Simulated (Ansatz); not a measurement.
LiF (model structure, started from the CsCl type, Pm-3m, No. 221, 2 atoms in the cell) was calculated with r²SCAN in Ansatz (plane waves, PAW).

Run with plane-wave cutoff 560 eV, 14×14×14 k mesh, Fermi–Dirac smearing 0.01 eV, scalar-relativistic PAW data made under PBE.

Computed at the level's own relaxed cell.

```
CELL_PARAMETERS angstrom
      2.51640     0.00000     0.00000
      0.00000     2.51640     0.00000
      0.00000     0.00000     2.51640
ATOMIC_POSITIONS crystal
  Li 0.00000 0.00000 0.00000
  F  0.50000 0.50000 0.50000
```

Question: List the 5 lowest band energies at Γ above −25 eV (eV, relative to the valence band maximum), grouping those that round alike.

Answer: At Γ: -22.16, -0.73 (×3), 8.91.

Note: the relaxation could raise the start's symmetry but not lower it, so the cell can be a saddle point.

A model structure was made by putting elements into a prototype or built by hand; it is no filed structure, need not be a known phase, and can be a saddle point held by its symmetry.

Ansatz is a first-principles code.
